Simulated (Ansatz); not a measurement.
System: white tin (β-Sn). Method: PBE+SOC (Ansatz, a program for electronic structure, PAW).

From the output:

```
Crystal: 2 atoms, lattice volume = 54.108 Å³
Basis set: ecut = 520 eV, 1461 PW (Γ), exchange–correlation on 72×72×72 points (8 copies of the dense FFT grid, shifted against one another)
Bands: 36, of which v1, the nominal top of the filled ones, is band 28 counted from 1 (27 counted from 0)
Symmetry: 16 space group operations + 16 with time reversal
k-points: 641 of 8000
Initial density: superposition of atomic densities (chi_scale 0.1, normalization cell)
Functional: x = pbe(κ = 0.804, μ = 0.2195149727645171), c = pbe(β = 0.06672455060314922)
spin=Noncollinear: Kerker preconditioning applied to the charge; magnetization (m_x, m_y, m_z) channels mix plain (no charge-response kernel on spin).
SCF 1 converged in 9 iterations: F = -12052.626887 eV  dr2 = 5.13e-11
SCF converged after 9 iterations
Free energy (F): -12052.626887 eV
Internal energy: -12052.619477 eV  (E = F + TS)
E sigma→0 (E₀):  -12052.623182 eV
Fermi energy:    10.773680 eV
--- Forces (eV/Å), atoms counted from 1 ---
  atom   1  Sn     0.00000000     0.00000000     0.00000000
  atom   2  Sn    -0.00000000     0.00000000     0.00000000
--- Stress (GPa, compression-positive) ---
        2.802015       0.000000       0.000000
        0.000000       2.802015       0.000000
        0.000000       0.000000       2.224237
  P = ⅓ Tr σ = 2.6094 GPa (26.094 kbar)
```

**Question.** Write an input file that could have produced this run (the log leaves some choices open).

**Answer.** One answer among several that fit: 
Ansatz 0.2 input:
```yaml
crystal:
  lattice:
    - [-2.9159, -2.9159, -1.59095]
    - [2.9159, 2.9159, -1.59095]
    - [-2.9159, 2.9159, 1.59095]
  atoms:
    - { symbol: Sn, position: [0.25, 0.75, 0.5] }
    - { symbol: Sn, position: [0.0, 0.0, 0.0] }
basis:
  ecutwfc: 520
  ecutrho_ratio: 4
  xc_grid: 2
kpoints:
  mp_grid: { grid: [20, 20, 20] }
hamiltonian:
  xc: pbe
  dispersion: none
  pseudopotentials: { kind: paw }
scf:
  occupations: { method: fermi_dirac, width: 0.05 }
  convergence: { dr2_threshold: 0.0000000002 }
output:
  forces: true
  stress: true
  eigenvalues: true
magnetization:
  noncollinear: true
  spin_orbit: true
```

Note: cell and atoms aren't relaxed at this level (pressure 2.6 GPa).
